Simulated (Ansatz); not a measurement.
The starting structures come from a database of crystals and need not be the phases stable at ambient conditions.

By PBEsol, the system below comes out a metal.

Without scattering a metal conducts by its projected Fermi surface.

Here is the system:

```
CoV3
1.0
    4.62052     0.00000     0.00000
    0.00000     4.62052     0.00000
    0.00000     0.00000     4.62052
V Co
6 2
Direct
  0.50000   0.75000   0.00000
  0.50000   0.25000   0.00000
  0.75000   0.00000   0.50000
  0.25000   0.00000   0.50000
  0.00000   0.50000   0.25000
  0.00000   0.50000   0.75000
  0.50000   0.50000   0.50000
  0.00000   0.00000   0.00000
```

Space group of this cell: Pm-3n, A15 (Cr3Si type). The cell is taken as given; by PBEsol its mean pressure is -4.4 GPa.

The current flows along the normal of the first two printed cell vectors, the (001) plane of the conventional cell. No spin-orbit coupling; the value is a mean over 0.1 eV about the Fermi level.

**Question.** Compute, with PBEsol (Ansatz, a program for electronic structure), the ballistic conductance per area.

**Answer.** 0.56 × 10¹⁵ S/m² for both spins.
